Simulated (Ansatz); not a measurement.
**Defect calculation: B on the Si site + Si interstitial in silicon**

All values below come from PBE, PAW (plane waves to 420 eV; Ansatz, a program for electronic structure). The supercell holds 64 host sites (2×2×2 repeats of the unit cell), with a 2×2×2 shifted k-point sampling for the final energies. Sites at the start: the Si site; void 2.37 Å away. Finite-size correction: monopole term and site-potential alignment. Dielectric constants: PBE linear response of the host. Host gap at this level: 0.61 eV. Finite-size and sampling errors can reach tenths of an eV here. Levels are measured in PBE's own, too narrow, gap. Spin–orbit coupling is left out. Each state is the lowest found from its start.

Formation energies E_f are given with the Fermi level at the valence-band maximum. Chemical conditions: host crystal and elements as references (Δμ(B) = 0.00 eV; B taken from its element, since no compound that bounds it was computed at this level; only phases computed here count, gases as isolated molecules at 0 K). Reference phases: B: alpha boron.

```json
[
 {"charge": "+1", "moment (μB)": "not spin-polarised", "point group": "C3v", "largest move off a lattice site (Å)": "0.23", "image correction with alignment (eV)": "0.20", "E_f, host crystal and elements as references (eV)": "2.79"},
 {"charge": "0†", "moment (μB)": "fractional", "point group": "–", "largest move off a lattice site (Å)": "0.22", "image correction with alignment (eV)": "0.00", "E_f, host crystal and elements as references (eV)": "3.41"},
 {"charge": "−1†", "moment (μB)": "not spin-polarised", "point group": "–", "largest move off a lattice site (Å)": "0.22", "image correction with alignment (eV)": "0.02", "E_f, host crystal and elements as references (eV)": "–"}
]
```

† Not settled in this cell, so no level is given: charge 0: fractional moment, a level filled in part, carriers not clearly localised, level within 0.1 eV of a band edge or past it; charge −1: carriers not clearly localised, level within 0.1 eV of a band edge or past it.

Point groups are those of the whole cell at tolerances of 0.03 and 0.1 Å ("near" where only the looser one holds); none is given for unsettled states.

Starting moments that weren't kept: charge 0 began with 1 μB and ended with 0.3.

Flagged in the runs: a strain field that reaches the edge of the cell.
